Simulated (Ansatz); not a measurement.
Consider SrTiO3 in the cubic perovskite structure (space group Pm-3m, No. 221; a = 3.891 Å). Axes: x, y, z lie along the cube axes.

The values are results of Kohn–Sham DFT with the PBEsol functional, run in Ansatz (a first-principles code) with PAW and 420 eV plane waves, scalar-relativistic without spin-orbit coupling, earlier PAW set, not measurements.

A first run, uniaxial strain ε_xx = −1.09 %, gives secant values C11 ≈ 370 GPa and C12 ≈ 110 GPa from its stress. A second run applies uniaxial stress, 3 GPa tension along x.

Question: What does linear elasticity predict for Young's modulus in the second run, and what does the run give?

Answer: Linear elasticity: (C11 − C12)(C11 + 2 C12)/(C11 + C12) = 320 GPa. The run gives 290 GPa; any difference comes from nonlinear terms at these strains and numerical noise.

Stability under load was not tested beyond the relaxation. The final runs are not spin-polarised. Many cubic perovskites are stable only at high temperature; tilts and polar distortions were not tested.
